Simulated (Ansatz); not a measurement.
Consider Cl-vacancy pair (Cl on one host O site, one O site vacant) in polar orthorhombic HfO2, charge state +3. All values below come from PBE, PAW (plane waves to 420 eV; Ansatz, a quantum-chemistry and plane-wave program).

96-site cell at the relaxed PBE lattice, the Γ point alone, smearing 0.01 eV, spin-restricted, no finite-size correction. Static, classical nuclei. Spin-orbit coupling is left out. The host's phase is taken as given; its stability against other phases was not computed. The charge state is imposed; whether it is stable for some Fermi level was not computed. Forms of the defect that were not tried may lie lower.

Barriers: single points on a 2×2×2 k-point mesh shifted by half a step at the bands' geometries.

A. direct exchange of Cl with the vacancy (Cl-vacancy distance between ideal sites 2.73 Å throughout); the atom moves 1.65 Å along (-0.30, 0.07, 0.06) of the unit cell; the moving atom starts with neighbours Hf at 2.43, Hf at 2.50, Hf at 2.65, Hf at 2.74; O at 2.56, O at 2.65, O at 2.77, O at 2.80, O at 3.13, O at 3.16 Å and ends with Hf at 2.37, Hf at 2.47, Hf at 2.66; O at 2.63, O at 2.66, O at 2.69, O at 2.92, O at 2.99, O at 3.03 Å; the start lies 0.33 eV above the lowest site run; saddle order not checked.
B. direct exchange of Cl with the vacancy (Cl-vacancy distance between ideal sites 2.55 Å throughout); the atom moves 1.78 Å along (-0.13, -0.31, -0.10) of the unit cell; the moving atom starts with neighbours 2 Hf at 2.49, Hf at 2.52; O at 2.69, O at 2.80, O at 2.81, O at 2.82, O at 2.88, O at 2.93, O at 3.04, O at 3.05 Å and ends with Hf at 2.45, Hf at 2.47, Hf at 2.63, Hf at 2.67; O at 2.59, O at 2.66, 2 O at 2.75, O at 2.89, O at 3.16, O at 3.18 Å; saddle order not checked.

**Question.** Put the candidates in order of forward barrier, lowest first, for PBE, PAW.

**Answer.** A (0.16 eV), B (0.77 eV)
